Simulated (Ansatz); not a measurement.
Results of r²SCAN in Ansatz (PAW) for V2O5 (Pnma, No. 62, 28 atoms in the cell; start mp-25288).

Settings: plane-wave cutoff 560 eV, 4×10×4 k mesh (along the axes of the cell as run), Fermi–Dirac smearing 0.01 eV, no spin polarisation, scalar-relativistic PAW data made under PBE.

Cell (relaxed with PBEsol):

```
V2O5
1.0
   10.00334     0.00000     0.00000
    0.00000     3.55389     0.00000
    0.00000     0.00000    10.26018
V O
8 20
Direct
  0.12518   0.75000   0.01073
  0.87482   0.25000   0.98927
  0.37482   0.25000   0.51073
  0.62518   0.75000   0.48927
  0.07207   0.25000   0.60051
  0.92793   0.75000   0.39949
  0.42793   0.75000   0.10051
  0.57207   0.25000   0.89949
  0.99868   0.75000   0.26213
  0.00132   0.25000   0.73787
  0.50132   0.25000   0.76213
  0.49868   0.75000   0.23787
  0.06368   0.75000   0.54115
  0.93632   0.25000   0.45885
  0.43632   0.25000   0.04115
  0.56368   0.75000   0.95885
  0.07108   0.25000   0.03293
  0.92892   0.75000   0.96707
  0.42892   0.75000   0.53293
  0.57108   0.25000   0.46707
  0.20627   0.75000   0.87943
  0.79373   0.25000   0.12057
  0.29373   0.25000   0.37943
  0.70627   0.75000   0.62057
  0.24615   0.25000   0.63151
  0.75385   0.75000   0.36849
  0.25385   0.75000   0.13151
  0.74615   0.25000   0.86849
```

### Question
Give the computed band gap, smallest direct gap on the k points sampled and Γ–Γ gap.

### Answer

- band gap = 2.39 eV (indirect)
- smallest direct gap on the k points sampled = 2.53 eV
- Γ–Γ gap = 2.55 eV

Note: cell and atoms aren't relaxed at this level (largest force component 0.35 eV/Å).

The computed numbers hold no vibrational or temperature effects.

The result took roughly 10 core-minutes.

A start named mp-… is a Materials Project structure, which need not be a measured phase.

Ansatz is an electronic-structure program.
